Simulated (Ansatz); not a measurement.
β-phase GaSe (model structure) was calculated with PBE-D3(BJ) (PAW; Ansatz, an electronic-structure program).

Rigid layers of the crystal as relaxed at this level are moved apart or together:

```json
[
 {"run": "1", "k mesh": "12×12×4", "layer repeat (Å)": "7.675", "energy against free layers (meV/Å²)": "-16.79", "gap on the mesh (eV)": "0.623"},
 {"run": "2", "k mesh": "12×12×4", "layer repeat (Å)": "7.825", "energy against free layers (meV/Å²)": "-18.40", "gap on the mesh (eV)": "0.738"},
 {"run": "3", "k mesh": "12×12×2", "layer repeat (Å)": "7.975", "energy against free layers (meV/Å²)": "-18.83", "gap on the mesh (eV)": "0.862"},
 {"run": "4", "k mesh": "12×12×2", "layer repeat (Å)": "8.175", "energy against free layers (meV/Å²)": "-18.32", "gap on the mesh (eV)": "1.024"},
 {"run": "5", "k mesh": "12×12×2", "layer repeat (Å)": "8.475", "energy against free layers (meV/Å²)": "-16.32", "gap on the mesh (eV)": "1.246"},
 {"run": "6", "k mesh": "12×12×2", "layer repeat (Å)": "8.975", "energy against free layers (meV/Å²)": "-12.24", "gap on the mesh (eV)": "1.524"},
 {"run": "7", "k mesh": "12×12×2", "layer repeat (Å)": "9.975", "energy against free layers (meV/Å²)": "-6.29", "gap on the mesh (eV)": "1.824"},
 {"run": "8", "k mesh": "12×12×2", "layer repeat (Å)": "11.975", "energy against free layers (meV/Å²)": "-1.93", "gap on the mesh (eV)": "2.004"}
]
```

The lowest energy of these points lies at a layer repeat of 7.97 Å.

Spin–orbit coupling is not included.

A model structure was made by putting elements into a prototype or built by hand; here it ended with the formula and space group of a phase in our tables.
